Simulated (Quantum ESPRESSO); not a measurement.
# Sensitivity of a calculation on P3IrO9 (P-1, 26 atoms in the cell) to its settings

```xyz
26
Lattice="5.0714 0.0000 0.0000 -0.3097 7.0864 0.0000 -0.4268 -1.5652 10.3327" Properties=species:S:1:pos:R:3 pbc="T T T"
P      2.1554     1.3263     6.6025
P      2.1794     4.1949     3.7302
P      2.0503    -0.9864     8.4529
P      2.2845     6.5077     1.8798
P      1.0032     1.8677     2.3521
P      3.3316     3.6535     7.9805
Ir     0.0000     0.0000     0.0000
Ir    -0.3683     2.7606     5.1663
O      1.3769     6.1234     0.7324
O      2.9580    -0.6022     9.6003
O      1.9024     5.6730     3.1996
O      2.4324    -0.1518     7.1331
O      2.6694     2.2039     7.8599
O      1.6654     3.3173     2.4728
O      4.1688     3.9645     6.7625
O      0.1660     1.5567     3.5701
O      3.0192     1.5607     5.3847
O      1.3156     3.9605     4.9480
O      2.3017     0.9095     2.3769
O      2.0331     4.6117     7.9558
O      3.9732     3.7244     9.3456
O      0.3616     1.7968     0.9871
O      3.7686     6.3267     1.6582
O      0.5663    -0.8055     8.6745
O      3.6731     4.0359     3.8945
O      0.6618     1.4853     6.4382
```

Base run A: Quantum ESPRESSO with PBEsol, GBRV 1.5 ultrasoft (PBESOL) pseudopotentials, self-consistent single point.

Its settings: ecutwfc = 40 Ry; ecutrho = 320 Ry; occupations = smearing; smearing = gauss; degauss = 0.0036749 Ry; potentials = {P: p_pbesol_v1.5.uspp.F.UPF, Ir: ir_pbesol_v1.2.uspp.F.UPF, O: o_pbesol_v1.2.uspp.F.UPF}; K_POINTS = automatic 3 2 2 0 0 0; conv_thr = 1e-10 Ry; mixing_beta = 0.7.

The starting cell comes from a database of computed structures (which also holds hypothetical and non-ambient phases and stackings), without a prior relaxation at this level. Its lattice was rescaled by a random factor within 2.5 % of one. Spin-orbit coupling is off. In the base run, with a pressure of about -4 GPa the cell is away from its equilibrium volume at this level.

ΔF is the free energy per atom less that of run A. A dash stands where there is no value to compare (another energy zero or no entropy term, no result, no spin, no clean gap, or a mesh too coarse for one). Total energies depend on the potentials, the functional and any Hubbard or dispersion term, so they are compared only between runs that share all of them.

```json
[
 {"run": "A", "change": "base", "ΔF (meV/atom)": "0.00", "pressure (GPa)": "-3.51", "largest force (eV/Å)": "0.472", "gap on the mesh (eV)": "1.971"},
 {"run": "B", "change": "lattice scaled by 1.03", "ΔF (meV/atom)": "78.1", "pressure (GPa)": "-14.71", "largest force (eV/Å)": "1.670", "gap on the mesh (eV)": "1.595"},
 {"run": "C", "change": "pseudopotentials: {P: p_pbesol_v1.5.uspp.F.UPF, Ir: ir_pbesol_v1.2.uspp.F.UPF, O: o_pbesol_v1.2.uspp.F.UPF} → {P: p_pbe_v1.5.uspp.F.UPF, Ir: ir_pbe_v1.2.uspp.F.UPF, O: o_pbe_v1.2.uspp.F.UPF}; input_dft: default → vdw-df-cx [vdW-DF-cx]", "ΔF (meV/atom)": "–", "pressure (GPa)": "-2.21", "largest force (eV/Å)": "0.436", "gap on the mesh (eV)": "2.031"},
 {"run": "D", "change": "ecutrho: 320 Ry → 200 Ry", "ΔF (meV/atom)": "0.19", "pressure (GPa)": "-3.49", "largest force (eV/Å)": "0.473", "gap on the mesh (eV)": "1.970"},
 {"run": "E", "change": "conv_thr: 1e-10 Ry → 7.3e-06 Ry", "ΔF (meV/atom)": "0.00", "pressure (GPa)": "-3.65", "largest force (eV/Å)": "0.475", "gap on the mesh (eV)": "1.970"}
]
```

Run C against A: The pressure goes from -3.51 to -2.21 GPa, the largest force goes from 0.472 to 0.436 eV/Å and the gap on the mesh goes from 1.971 to 2.031 eV.

Run B against A: The free energy rises by 78.1 meV/atom, the pressure goes from -3.51 to -14.71 GPa, the largest force goes from 0.472 to 1.670 eV/Å and the gap on the mesh goes from 1.971 to 1.595 eV.

Run E against A: The free energy is nearly the same (within 1 meV/atom), the pressure goes from -3.51 to -3.65 GPa, the largest force moves little (0.472 to 0.475 eV/Å) and the gap on the mesh hardly changes (1.971 to 1.970 eV).
